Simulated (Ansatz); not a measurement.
We consider GeSiC₂ (model structure, started from the AlGaN2 type, P-4m2, No. 115, 4 atoms in the cell), described by PBEsol in Ansatz (PAW).

Run with plane-wave cutoff 520 eV, 10×10×8 k mesh (along the axes of the cell as run), Fermi–Dirac smearing 0.01 eV, scalar-relativistic PAW data made under PBE.

Cell (relaxed with PBEsol):

C2GeSi is modelled in the tetragonal space group P-4m2 (No. 115), Pearson symbol tP4. Conventional cell: a = b = 3.156 Å, c = 4.453 Å, α = β = γ = 90.00°. Ge on 1c has 4 C at 1.967 Å (tetrahedral). Si on 1a has 4 C at 1.897 Å (tetrahedral). C on 2g is surrounded by 2 Si at 1.897 Å and 2 Ge at 1.967 Å (tetrahedral). (Neighbours: up to the widest gap in distance over summed covalent radii, below 1.35, at either atom.)

Question: Predict the band gap and smallest direct gap on the k points sampled.

Answer: 
* **band gap**: 1.38 eV (indirect)
* **smallest direct gap on the k points sampled**: 1.75 eV

Note: the relaxation could raise the start's symmetry but not lower it, so the cell can be a saddle point.

Spin–orbit coupling is not included.

The computed numbers hold no vibrational or temperature effects.

A model structure was made by putting elements into a prototype or built by hand; it is no filed structure, need not be a known phase, and can be a saddle point held by its symmetry.

Ansatz is a program for electronic structure.
